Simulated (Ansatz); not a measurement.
**Al2Au under a change: tensor shear ε_xy = +0.29 %**

Start from Al$_{2}$Au (space group Fm-3m, No. 225; a = 6.0032 Å; relaxed with 0.1 eV smearing). Axes: x, y, z lie along the cube axes.

Now apply this change: a pure shear with ε_xy = ε_yx = 0.0029, atoms relaxed at fixed cell.

Calculations: PBEsol in Ansatz (plane waves to 420 eV, PAW, spin-orbit coupling left out). Settings: 17×17×17 k-points, 0.1 eV Fermi–Dirac smearing.

The space group changes from Fm-3m (No. 225) to Immm (No. 71) and the energy is nearly the same. The pressure (mean of the normal stresses, compression positive) is still 0.0 GPa and the band gap remains zero. The stress (xx, yy, zz, yz, xz, xy; compression positive) comes out as (0.0, 0.0, 0.0, 0.0, 0.0, -0.3) GPa.

Final structure:

```xyz
3
Lattice="0.0087 3.0016 3.0016 3.0016 0.0087 3.0016 3.0103 3.0103 0.0000" Properties=species:S:1:pos:R:3 pbc="T T T"
Al     1.5051     1.5051     1.4960
Al     4.5154     4.5154     4.5071
Au     0.0000     0.0000     0.0000
```

Cost of the whole job for the changed cell (relaxation, final SCF and bands): very roughly 90 core-seconds.

The cells carry an imposed strain or load. Stability against distortions was not tested.

Ansatz is a quantum-chemistry and plane-wave program.
